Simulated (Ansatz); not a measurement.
Results of PBE0 (plane waves, PAW; Ansatz, a first-principles code) for SiO2 (I-42d, No. 122, 6 atoms in the cell; start mp-546794; a measured phase of this formula has another space group).

Run with plane-wave cutoff 460 eV, 6×6×6 k mesh, Fermi–Dirac smearing 0.01 eV, scalar-relativistic PAW data made under PBE.

Cell (relaxed with PBEsol):

O₂Si is taken in the tetragonal space group I-42d (No. 122), Pearson symbol tI12. Conventional cell: a = b = 4.9832 Å, c = 7.3381 Å, α = β = γ = 90.00°. Si on 4a has 4 O at 1.620 Å (tetrahedral). O on 8d is coordinated by 2 Si at 1.620 Å (bent). (Neighbours: up to the widest gap in distance over summed covalent radii, below 1.35, at either atom.)
(The calculation used a cell of 6 atoms; values per cell refer to that cell.)

Problem. Predict the band gap.

Solution. 
- band gap: 8.40 eV (on the SCF k mesh) (direct)

Note: cell and atoms aren't relaxed at this level (largest force component 0.21 eV/Å, pressure -2.4 GPa).

Computing time: about 110 core-seconds (a rough figure).

A start named mp-… is a Materials Project structure, which need not be a measured phase.
